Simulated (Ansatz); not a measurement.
## Effect of uniaxial strain ε_xx = −1.80 % on AlN

Start from AlN in the wurtzite structure (space group P6_3mc, No. 186; a = 3.0888 Å, c = 4.9433 Å). Axes: x lies along a and z along c of the hexagonal cell.

Now apply this change: uniaxial strain ε_xx = −1.80 %, all other strain components held at zero, atoms relaxed at fixed cell.

The values are results of LDA in Ansatz (plane waves to 420 eV, PAW, no spin-orbit coupling), not measurements. k-mesh 12×12×7 (Γ-centred); smearing 0.05 eV (Fermi–Dirac).

```csv
quantity,base,changed,shift
volume per atom,10.21 Å³,10.03 Å³,-0.18 Å³
energy relative to the base (free energy F),0 meV/atom,+4.2 meV/atom,+4.2 meV/atom
"pressure (mean of the normal stresses, compression positive)",-0.01 GPa,4.06 GPa,+4.063 GPa
band gap,4.42 eV,4.62 eV,+0.209 eV
gap character,direct at Γ,direct at Γ,–
electron mass,0.32 mₑ (at Γ),"0.34 mₑ along x, 0.33 mₑ along y, 0.31 mₑ along z (at Γ)",–
"valence-band top at Γ (three highest levels, from the VBM)","0.00, -0.23, -0.23 eV","0.00, -0.08, -0.21 eV",–
largest internal atomic displacement,–,0.010 Å,–
"stress (xx, yy, zz, yz, xz, xy; compression positive)",–,"(7.43, 2.67, 2.07, 0.00, 0.00, 0.00) GPa",–
```

Masses are band curvatures over ±0.01 Å⁻¹ around the edge. Stability against distortions was not tested. Labels are those of the standard path for the cell's own space group.

Ansatz is a program for electronic structure.
